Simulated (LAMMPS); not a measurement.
MD from the crystal across the composition of ZrO2 (fluorite) with a share x of Zr sites Gd; all at 2000 K and zero pressure.

Model: classical MD, Buckingham potential of Lewis and Catlow, J. Phys. C 18, 1149 (1985), first set, used with rigid ions (no shells), PPPM sums, short-range terms cut at 10 Å, modified for these runs by an r^-4 repulsive force inside the short-range force's maximum; code LAMMPS.

```json
[
 {"x": "0.08", "volume": "11.8230 ± 0.0009 Å³/atom", "state": "superionic: O diffuses in a host lattice that stays in place", "enthalpy": "-35.7230 ± 0.0008 eV/atom", "T (K)": "2000"},
 {"x": "0.16", "volume": "12.159 ± 0.002 Å³/atom", "state": "crystal in place, with slow hops of O within 100 ps", "enthalpy": "-35.0050 ± 0.0008 eV/atom", "T (K)": "2000"},
 {"x": "0.3", "volume": "12.789 ± 0.002 Å³/atom", "state": "crystal in place, with slow hops of O within 100 ps", "enthalpy": "-33.6722 ± 0.0008 eV/atom", "T (K)": "2000"}
]
```

Caution: the potential ionic pair potential lewis1985a is fitted to static crystal properties with a polarisable anion, which is rigid here.

Caution: the random arrangement on this lattice is imposed, and need not be a phase that exists in equilibrium.

Caution (row 0.08): a run this short can hold a crystal over, or a liquid under, the potential's own melting point, which these runs don't give.

Caution (row 0.16): enthalpy drifts during the constant-pressure average: a transition or slow ageing; fluctuation values are void.

States go by the mean squared displacement: a species diffuses where it passes 1.5 Å², still rises and gives D over 1e-6 cm²/s; a crystal has left its structure where atoms lie 0.35 Å off their sites on average or a cubic box changes its shape by 3 %, or the axial ratios of another lie 8 % off the starting cell's, which the potential's own relaxation can also do.

Errors shown are sampling errors alone.
